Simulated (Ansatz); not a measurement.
## TiSe2, pressure series

Start from TiSe$_{2}$ in the CdI2 type structure (space group P-3m1, No. 164; a = 3.4810 Å, c = 5.8719 Å; layered, stacked along the Cartesian z axis).

Cell and atoms are relaxed at each pressure.

Computed with Ansatz (a quantum-chemistry and plane-wave program) PBE-D3(BJ), no spin-orbit coupling.

Candidates:
(a) pressure 60 GPa
(b) pressure 4.2 GPa
(c) pressure 45 GPa
(d) pressure 1.8 GPa

Base values:

```
Item       Value
---------  -----
c/a ratio  1.687
```

**Question.** Order them by c/a ratio, highest first.

**Answer.** (a) pressure 60 GPa (1.739), (c) pressure 45 GPa (1.716), (d) pressure 1.8 GPa (1.670), (b) pressure 4.2 GPa (1.660)

Load acts through the strain it causes; cell and atoms are relaxed under it. Whether these cells are dynamically stable was not tested. No other phases were tried under pressure. All final runs are without spin polarisation.
